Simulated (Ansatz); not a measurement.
**PbS, pressure series**

Take PbS in the rock salt structure (space group Fm-3m, No. 225; a = 6.009 Å) as the base.

Cell and atoms are relaxed at each pressure.

Levels (all Ansatz, a quantum-chemistry and plane-wave program, PAW): PBE (420 eV, without spin-orbit coupling); PBEsol (420 eV, scalar-relativistic without spin-orbit coupling).

The base cell above is that of PBE; each level relaxes its own structures.

```json
[
 {"case": "pressure −2 GPa", "volume per atom, PBE": "28.27 Å³", "volume per atom, PBEsol": "26.66 Å³"},
 {"case": "pressure −1 GPa", "volume per atom, PBE": "27.67 Å³", "volume per atom, PBEsol": "…"},
 {"case": "pressure 0.3 GPa", "volume per atom, PBE": "26.97 Å³", "volume per atom, PBEsol": "25.58 Å³"},
 {"case": "pressure 0.7 GPa", "volume per atom, PBE": "26.77 Å³", "volume per atom, PBEsol": "…"},
 {"case": "pressure 1.5 GPa", "volume per atom, PBE": "26.41 Å³", "volume per atom, PBEsol": "…"},
 {"case": "pressure 3 GPa", "volume per atom, PBE": "25.78 Å³", "volume per atom, PBEsol": "24.56 Å³"},
 {"case": "pressure 5 GPa", "volume per atom, PBE": "25.04 Å³", "volume per atom, PBEsol": "23.91 Å³"},
 {"case": "pressure 7.5 GPa", "volume per atom, PBE": "24.25 Å³", "volume per atom, PBEsol": "…"},
 {"case": "pressure 10 GPa", "volume per atom, PBE": "23.55 Å³", "volume per atom, PBEsol": "22.62 Å³"}
]
```

Task: Some entries are withheld; estimate them.

Result: 
- pressure −1 GPa, volume per atom, PBEsol: 26.16 Å³
- pressure 0.7 GPa, volume per atom, PBEsol: 25.42 Å³
- pressure 1.5 GPa, volume per atom, PBEsol: 25.10 Å³
- pressure 7.5 GPa, volume per atom, PBEsol: 23.22 Å³

PBE lies above PBEsol in every row, by 0.94 Å³ to 1.61 Å³. They put the cases in the same order.

Load acts through the strain it causes; cell and atoms are relaxed under it. Stability against distortions was not tested. No other phases were tried under pressure. The base started in P3_121 and relaxed to Fm-3m at this level. The final runs are not spin-polarised.
